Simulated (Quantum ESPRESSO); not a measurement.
Convergence study of the SCF threshold for AlInSb2 (Pmm2, 4 atoms in the cell)

```
AlInSb2
1.0
    4.49265     0.00000     0.00000
    0.00000     4.49265     0.00000
    0.00000     0.00000     6.32977
Al In Sb
1 1 2
Direct
  0.00000   0.00000   0.00790
  0.50000   0.50000   0.50000
  0.00000   0.50000   0.23337
  0.50000   0.00000   0.76663
```

Level of theory: LDA (PZ), PSlibrary ultrasoft (LDA) pseudopotentials (plane waves; Quantum ESPRESSO).

Base settings: ecutwfc = 50 Ry; ecutrho = 300 Ry; occupations = smearing; smearing = fermi-dirac; degauss = 0.000734986 Ry; K_POINTS = automatic 3 3 2 0 0 0; conv_thr = 1e-10 Ry; mixing_beta = 0.4.

The mesh stays at the base's, so the ladder's end is converged at best in this setting alone.

Only quantities that move along the ladder and can be compared are tabulated; the gap is left out on so coarse a mesh.

The count of work is k-points × plane waves × bands × iterations; it is no time. 

The starting cell comes from a database of computed structures (which also holds hypothetical and non-ambient phases and stackings), without a prior relaxation at this level. Its lattice was rescaled by up to half a per cent. One atom was moved a little off its site on purpose.

| conv_thr | free energy less the last step's (meV/atom) | pressure (GPa) | largest difference of a force vector from the last step's (eV/Å) | count of work / last |
|---|---|---|---|---|
| 0.0073 Ry | 1.37 | -3.05 | 0.046 | 0.19 |
| 0.00073 Ry | 0.29 | -0.03 | 0.027 | 0.25 |
| 7.3e-05 Ry | 0.03 | -2.46 | 0.003 | 0.31 |
| 7.3e-06 Ry | 0.00 | -1.94 | 0.001 | 0.38 |
| 7.3e-07 Ry | 0.00 | -1.67 | 0.002 | 0.44 |
| 7.3e-08 Ry | 0.00 | -1.81 | 0.001 | 0.50 |
| 7.3e-09 Ry | 0.00 | -1.81 | 0.000 | 0.62 |
| 7.3e-10 Ry | 0.00 | -1.81 | 0.000 | 0.69 |
| 1e-10 Ry | 0.00 | -1.81 | 0.000 | 0.75 |
| 7.3e-12 Ry | 0.00 | -1.81 | 0.000 | 0.88 |
| 7.3e-14 Ry | 0.00 | -1.81 | 0.000 | 1.0 |

Coarsest conv_thr that holds the forces within 0.02 eV/Å of the last step, with all finer ones: 7.3e-05 Ry, at 0.31 of the last step's count of work; the step before is off by 0.027 eV/Å.

Coarsest conv_thr that holds the free energy within 1 meV/atom of the last step, with all finer ones: 0.00073 Ry, at 0.25 of the last step's count of work; the step before is off by 1.4 meV/atom.

Coarsest conv_thr that holds the pressure within 1 GPa of the last step, with all finer ones: 7.3e-05 Ry, at 0.31 of the last step's count of work; the step before is off by 1.8 GPa.
